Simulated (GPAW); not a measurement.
Input and output of a self-consistent single point for Cr (Im-3m, 2 atoms in the cell) (GPAW).

Method: LDA (Perdew-Wang 92), GPAW PAW datasets LDA (gpaw-data 1.0.1) (plane waves; GPAW 25.7.0).

```xyz
2
Lattice="2.8800 0.0000 0.0000 0.0000 2.8800 0.0000 0.0000 0.0000 2.8800" Properties=species:S:1:pos:R:3 pbc="T T T"
Cr     0.0000     0.0000     0.0000
Cr     1.4400     1.4400     1.4400
```
Moments meant for the start (each program seeds them in its own way; μB, in the order of the atoms Cr Cr): 1.5 -1.5.

Reference input (self-consistent single point, DFT PBE, plane waves, GPAW PAW datasets PBE (gpaw-data 1.0.1)): spinpol = true; mode = pw; ecut = 850 eV; xc = PBE; kpts = 9 9 9; mesh shift (steps) = 0 0 0; occupations.name = methfessel-paxton; occupations.width = 0.2 eV; occupations.order = 0; nbands = -10; convergence.density = 1e-05 e/electron; convergence.energy = 1e-05 eV/electron. This run's input differs from it in these lines:

```diff
@@ -16,3 +16,3 @@
             mode={'name': 'pw', 'ecut': 850},
-            xc='PBE',
+            xc='LDA',
             kpts=(9, 9, 9),
```

Its files differ too (potentials: GPAW PAW datasets LDA (gpaw-data 1.0.1)).

Log, with long lists cut:

```
     iter     time        total  log10-change:  magmom
                         energy   eigst   dens
iter:   1 --:--:--   -21.357113                   +0.0000
iter:   2 --:--:--   -21.297673   -0.96  -1.13    -0.0000
iter:   3 --:--:--   -21.025642   -0.78  -1.17    +0.0000
iter:   4 --:--:--   -21.016826   -1.87  -1.69    +0.0000
iter:   5 --:--:--   -20.972646   -1.72  -1.71    +0.0000
   [... 4 lines left out ...]
iter:  10 --:--:--   -20.977447   -3.18  -3.16    -0.0000
iter:  11 --:--:--   -20.977599   -3.41  -3.11    -0.0000
iter:  12 --:--:--   -20.977698   -3.51  -2.97    -0.0000
   [... lines left out ...]
iter:  43 --:--:--   -20.977586c  -7.16  -4.20    -0.0000
iter:  44 --:--:--   -20.977647c  -5.92  -4.37    -0.0000
iter:  45 --:--:--   -20.977614c  -6.09  -4.82    -0.0000
iter:  46 --:--:--   -20.977623c  -7.55c -4.11    -0.0000
iter:  47 --:--:--   -20.977628c  -7.53c -4.11    -0.0000
iter:  48 --:--:--   -20.977616c  -7.00  -4.06    -0.0000
iter:  49 --:--:--   -20.977601c  -6.16  -4.23    -0.0000
iter:  50 --:--:--   -20.977608c  -7.75c -4.81    -0.0000
iter:  51 --:--:--   -20.977594c  -7.06  -5.12c   -0.0000
iter:  52 --:--:--   -20.977602c  -7.78c -4.84    +0.0000
iter:  53 --:--:--   -20.977600c  -8.24c -5.09c   +0.0000
Converged after 53 iterations.

Dipole moment: (-0.000000, -0.000000, -0.000000) |e|*Ang

Total magnetic moment: (0.000000, 0.000000, 0.000000)
Local magnetic moments:
   0 Cr ( 0.000000,  0.000000,  0.637753)
   1 Cr ( 0.000000,  0.000000, -0.637753)

Energy contributions relative to reference atoms: (reference = -57053.366723)

Kinetic:        -32.561076
Potential:      +19.898299
External:        +0.000000
XC:              -8.538402
Entropy (-ST):   -0.028431
Local:           +0.237794
SIC:             +0.000000
--------------------------
Free energy:    -20.991815
Extrapolated:   -20.977600

Spin contamination: 0.675989 electrons
Showing only first 2 kpts
                      Up                     Down
 Kpt  Band  Eigenvalues  Occupancy  Eigenvalues  Occupancy
  0     4      9.58306    1.00000      9.58306    1.00000
   [... lines left out ...]

Fermi level: 10.45808

No gap
No difference between direct/indirect transitions
Energy (eV): -20.9776

Forces in eV/Ang:
  0 Cr   -0.00000   -0.00000   -0.00000
  1 Cr    0.00000    0.00000    0.00000

Stress tensor:
     0.145535     0.000000     0.000000
     0.000000     0.145535     0.000000
     0.000000     0.000000     0.145535
Stress (GPa, Voigt): [23.3172 23.3172 23.3172  0.      0.      0.    ]
```

The run converged in 53 iterations. GPAW prints stress with tension positive. Against the reference run the pressure goes from -1.71 to -23.32 GPa.

The starting cell has typed, rounded lattice constants, without a prior relaxation at this level. The magnetic order is the one reached from the typed start; others were not searched systematically. With a pressure of about -23 GPa the cell is away from its equilibrium volume at this level.

Cost on one core of a shared machine: roughly 2 min.
